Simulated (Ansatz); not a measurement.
Structures of equal composition on the (0001) surface of 4H silicon carbide (Si plane on top): (√3x√3)R30° In adatom at H3; (√3x√3)R30° In adatom at T4. The slabs share one bottom face, and each structure is named by its start. These are constructed structures in small cells; real faces may alloy, dewet or reconstruct in larger ones, and not all known structures of the face are among them. Slabs of about 10 Å, Fermi-Dirac smearing of 0.025 eV. Bottom of the slabs: H caps. Relaxed from the named starts with such symmetry as they have, on meshes of like density; energies extrapolated to zero smearing; spin only where a row says so; no spin-orbit coupling, no U. Brackets mark spin-polarised runs, whose order is one that fits the cell. Where a second, spin-polarised start was run, the lower counts.

The numbers are results of HSE06, at the PBE geometry (plane waves to 420 eV, PAW; Ansatz, a program for electronic structure), not measurements.

Task: Put the candidates in order of energy per 1x1 cell, lowest first, for HSE06, at the PBE geometry.

Result: (√3x√3)R30° In adatom at T4 (0.000 eV), (√3x√3)R30° In adatom at H3 (0.135 eV)
